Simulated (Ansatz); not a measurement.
System: TaSi2 (P6₂22, No. 180). Method: PBEsol (plane waves, PAW; Ansatz, an electronic-structure program).

Run with plane-wave cutoff 500 eV, 12×12×6 k mesh (along the axes of the cell as run), Fermi–Dirac smearing 0.05 eV, scalar-relativistic PAW data made under PBE.

Computed at the level's own relaxed cell.

### Question
Predict the volume per atom, lattice constant a and lattice parameter c.

### Answer

* **volume per atom**: 14.30 Å³/atom
* **lattice constant a**: 4.761 Å
* **lattice parameter c**: 6.557 Å

The run finds no gap.

Spin–orbit coupling is not included.

The computed numbers hold no vibrational or temperature effects.
